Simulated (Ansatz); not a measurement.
Structures of equal composition on the (111) surface of fcc Ni, ferromagnetic: a layer of Cr in place of the second plane; a layer of Cr in place of the third plane. The slabs share one bottom face, and each structure is named by its start. These are constructed structures in small cells; real faces may alloy, dewet or reconstruct in larger ones, and not all known structures of the face are among them. Slabs of about 10 Å with all that they carry, Fermi-Dirac smearing of 0.1 eV. Bottom of the slabs: a bare face, its two planes held. Relaxed from the named starts with such symmetry as they have, on meshes of like density; energies extrapolated to zero smearing; no spin-orbit coupling, no U. Spin-polarised runs, if any, are marked in brackets, and their order is one that fits the cell; the others ran without spin. Where a second, spin-polarised start was run, the lower counts.

All values below come from PBE (plane waves to 420 eV, PAW; Ansatz, a quantum-chemistry and plane-wave program).

Task: Rank these by energy per 1x1 cell (lowest first), as PBE gives it.

Result: a layer of Cr in place of the second plane (0.000 eV [spin, 2.4 μB a cell]), a layer of Cr in place of the third plane (0.072 eV [spin, 2.3 μB a cell])
